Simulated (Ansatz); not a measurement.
ZnSnN2 (model structure, started from the MgZrN2 type, I4₁/amd, No. 141, 8 atoms in the cell) was calculated with r²SCAN+rVV10 (Ansatz, a program for electronic structure, PAW).

Run with plane-wave cutoff 560 eV, 12×12×12 k mesh, Fermi–Dirac smearing 0.01 eV, scalar-relativistic PAW data made under PBE.

Cell (relaxed at this level):

```yaml
crystal:
  lattice:
    - [-2.19218, 2.19218, 4.64244]
    - [2.19218, -2.19218, 4.64244]
    - [2.19218, 2.19218, -4.64244]
  atoms:
    - { symbol: Zn, position: [0.50000, 0.50000, 0.00000] }
    - { symbol: Zn, position: [0.25000, 0.75000, 0.50000] }
    - { symbol: Sn, position: [0.75000, 0.25000, 0.50000] }
    - { symbol: Sn, position: [0.00000, 0.00000, 0.00000] }
    - { symbol: N, position: [0.51600, 0.01600, 0.50000] }
    - { symbol: N, position: [0.76600, 0.76600, 0.00000] }
    - { symbol: N, position: [0.23400, 0.23400, 0.00000] }
    - { symbol: N, position: [0.98400, 0.48400, 0.50000] }
```

### Question
What does this level give for the band gap and smallest direct gap on the k points sampled?

### Answer

* **band gap**: 0.50 eV
* **smallest direct gap on the k points sampled**: 2.08 eV

Note: the relaxation could raise the start's symmetry but not lower it, so the cell can be a saddle point.

Spin–orbit coupling is not included.

It cost roughly 110 core-seconds of CPU time.

A model structure was made by putting elements into a prototype or built by hand; it is no filed structure, need not be a known phase, and can be a saddle point held by its symmetry.
